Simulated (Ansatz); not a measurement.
Base system: Ir in the fcc (Cu type) structure (space group Fm-3m, No. 225; a = 3.812 Å; relaxed with 0.1 eV smearing). Axes: x, y, z lie along the cube axes.

The values are results of LDA/PAW in Ansatz (a first-principles code), without spin-orbit coupling, not measurements.

Strains are applied to the cell and any free atomic positions relax; under biaxial strain the out-of-plane vector relaxes too.

One change was made to it. Results:

The energy rises by 36 meV/atom; the volume per atom falls by 0.42 Å³ to 13.43 Å³.

Which of these changes matches the shifts?
A. biaxial strain +0.83 %, plane normal [111], relaxed out of plane
B. biaxial strain −2.08 %, plane normal [111], relaxed out of plane
C. biaxial strain −1.25 %, plane normal [111], relaxed out of plane
D. biaxial strain +1.67 %, plane normal [111], relaxed out of plane

B, biaxial strain −2.08 %, plane normal [111], relaxed out of plane. For comparison, the energy relative to the base in the other runs: biaxial strain +0.83 %, plane normal [111], relaxed out of plane gives +5.1 meV/atom; biaxial strain +1.67 %, plane normal [111], relaxed out of plane gives +20 meV/atom; biaxial strain −1.25 %, plane normal [111], relaxed out of plane gives +13 meV/atom.

Whether these cells are dynamically stable was not tested. The final runs are not spin-polarised.
